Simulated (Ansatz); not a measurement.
## A computed series for hypothetical diamond Ir: pressure series

The reference is Ir in the diamond structure (space group Fd-3m, No. 227; a = 5.567 Å; a hypothetical phase, not in the database extracts checked).

Cell and atoms are relaxed at each pressure.

Calculations: PBE in Ansatz (plane waves to 420 eV, PAW, scalar-relativistic without spin-orbit coupling).

Two rows of this table had their results exchanged by mistake.

```json
[
 {"pressure": "pressure −2 GPa", "volume per atom (Å³)": "21.03", "shortest distance (Å)": "2.390", "band gap": "zero"},
 {"pressure": "pressure −1 GPa", "volume per atom (Å³)": "21.69", "shortest distance (Å)": "2.415", "band gap": "zero"},
 {"pressure": "pressure 0.3 GPa", "volume per atom (Å³)": "21.54", "shortest distance (Å)": "2.409", "band gap": "zero"},
 {"pressure": "pressure 0.7 GPa", "volume per atom (Å³)": "21.49", "shortest distance (Å)": "2.408", "band gap": "zero"},
 {"pressure": "pressure 1.5 GPa", "volume per atom (Å³)": "21.40", "shortest distance (Å)": "2.404", "band gap": "zero"},
 {"pressure": "pressure 3 GPa", "volume per atom (Å³)": "21.24", "shortest distance (Å)": "2.398", "band gap": "zero"},
 {"pressure": "pressure 5 GPa", "volume per atom (Å³)": "21.81", "shortest distance (Å)": "2.420", "band gap": "zero"},
 {"pressure": "pressure 7.5 GPa", "volume per atom (Å³)": "20.79", "shortest distance (Å)": "2.381", "band gap": "zero"},
 {"pressure": "pressure 10 GPa", "volume per atom (Å³)": "20.56", "shortest distance (Å)": "2.372", "band gap": "zero"}
]
```

### Question
Which two?

### Answer
The rows for pressure −2 GPa and pressure 5 GPa: the volume has to fall steadily with pressure, so 21.81 Å³ belongs to pressure −2 GPa and 21.03 Å³ to pressure 5 GPa.

Load acts through the strain it causes; cell and atoms are relaxed under it. Whether these cells are dynamically stable was not tested. Competing high-pressure phases were not computed. All final runs are without spin polarisation.

Ansatz is a first-principles code.
